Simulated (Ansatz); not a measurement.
**hcp Ti: the defect S interstitial**

These are PBE, PAW (plane waves to 420 eV; Ansatz, a program for electronic structure) values and carry that method's errors. Set-up: 48-site cell; 4×4×4 shifted k-points; start: void with 6Ti nearest; no Hubbard U; finite-size errors of tenths of an eV; the relaxation kept the symmetry of the starting site; relaxed from one start, so a lower configuration may exist; flagged in the runs: a host that isn't quite at rest in this cell.

Neighbours after relaxation, in Å: of the S atom: Ti 2.29, Ti 2.29, Ti 2.29, Ti 2.29, Ti 2.29, Ti 2.29.

Formation energies E_f are those of the neutral cell. Chemical conditions: impurity bounded by its compound with the host (Δμ(S) = -2.99 eV, bounded by TiS (P-6m2); only phases computed here count, gases as isolated molecules at 0 K). Reference phases: S: S8 molecule in a box.

The name describes the start; the neighbours show where the added atom ended.

```csv
charge,moment (μB),largest move off a lattice site (Å),"E_f, impurity bounded by its compound with the host (eV)"
0,not spin-polarised,0.25,1.06
```

Flagged in the runs: a host that isn't quite at rest in this cell.
